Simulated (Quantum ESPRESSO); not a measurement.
Input and output of a self-consistent single point for a (100) slab of HfN (cut from a parent of space group no. 225; 8 atoms in the cell) (Quantum ESPRESSO).

Computed with PBEsol, SSSP 1.1.2 precision (PBE) pseudopotentials (plane waves; Quantum ESPRESSO 7.5).

```yaml
crystal:
  lattice:
    - [3.18014, 0.00000, 0.00000]
    - [0.00000, 3.18014, 0.00000]
    - [0.00000, 0.00000, 20.74601]
  atoms:
    - { symbol: Hf, position: [0.00000, 0.00000, 0.44581] }
    - { symbol: Hf, position: [0.50000, 0.50000, 0.33741] }
    - { symbol: Hf, position: [0.00000, 0.00000, 0.66259] }
    - { symbol: Hf, position: [0.50000, 0.50000, 0.55420] }
    - { symbol: N, position: [0.00000, 0.00000, 0.33741] }
    - { symbol: N, position: [0.50000, 0.50000, 0.44581] }
    - { symbol: N, position: [0.00000, 0.00000, 0.55420] }
    - { symbol: N, position: [0.50000, 0.50000, 0.66259] }
```

Reference input (self-consistent single point, DFT, PBEsol, plane waves, SSSP 1.1.2 precision (PBE) pseudopotentials): ecutwfc = 75 Ry; occupations = smearing; smearing = fermi-dirac; degauss = 0.0073499 Ry; input_dft = pbesol; mixing_mode = local-TF; potentials = {Hf: Hf-sp.oncvpsp.upf, N: N.oncvpsp.upf}; K_POINTS = automatic 7 7 1 0 0 0; conv_thr = 1e-10 Ry; mixing_beta = 0.3. This run's input differs from it in these lines:

```diff
@@ -13,3 +13,3 @@
     ntyp = 2
-    ecutwfc = 75
+    ecutwfc = 64
     occupations = 'smearing'
```

The program printed (abridged):

```
     Self-consistent Calculation

     iteration #  1     ecut=    64.00 Ry     beta= 0.30

     total energy              =    -534.10754996 Ry
     estimated scf accuracy    <       3.13054143 Ry

     iteration #  2     ecut=    64.00 Ry     beta= 0.30

     total energy              =    -533.67614432 Ry
     estimated scf accuracy    <       1.60298018 Ry

     iteration #  3     ecut=    64.00 Ry     beta= 0.30

     total energy              =    -533.91783057 Ry
     estimated scf accuracy    <       0.33888509 Ry

   [... 33 blocks of this kind left out ...]

     iteration # 37     ecut=    64.00 Ry     beta= 0.30

     total energy              =    -533.92231231 Ry
     estimated scf accuracy    <          2.0E-10 Ry

     iteration # 38     ecut=    64.00 Ry     beta= 0.30
     End of self-consistent calculation

     the Fermi energy is     6.6239 ev

!    total energy              =    -533.92231231 Ry
     estimated scf accuracy    <          8.9E-11 Ry
     smearing contrib. (-TS)   =      -0.00792380 Ry
     internal energy E=F+TS    =    -533.91438851 Ry

     convergence has been achieved in  38 iterations

     Forces acting on atoms (cartesian axes, Ry/au):

     atom    1 type  1   force =     0.00000000    0.00000000    0.00061636
     atom    2 type  1   force =     0.00000000    0.00000000    0.05354218
     atom    3 type  1   force =     0.00000000    0.00000000   -0.05354218
     atom    4 type  1   force =     0.00000000    0.00000000   -0.00061636
     atom    5 type  2   force =     0.00000000    0.00000000   -0.03342865
   [... lines left out ...]

     Total force =     0.101489     Total SCF correction =     0.000030

          total   stress  (Ry/bohr**3)                   (kbar)     P=      -40.82
  -0.00035062   0.00000000   0.00000000          -51.58        0.00        0.00
   0.00000000  -0.00035062   0.00000000            0.00      -51.58        0.00
   0.00000000   0.00000000  -0.00013112            0.00        0.00      -19.29

   JOB DONE.
```

The run converged in 38 iterations. Against the reference run the free energy goes up by 12.6 meV/atom and the largest force moves little (1.378 to 1.377 eV/Å).

The starting cell has typed, rounded lattice constants, without a prior relaxation at this level. The slab is cut from that crystal, and its faces are unrelaxed. Its lattice was rescaled by up to half a per cent. Spin polarisation is off, though cut faces can carry moments; the slab shows no gap. Forces in this geometry exceed 1 eV/Å.

Cost on one core of a shared machine: roughly 5 min.
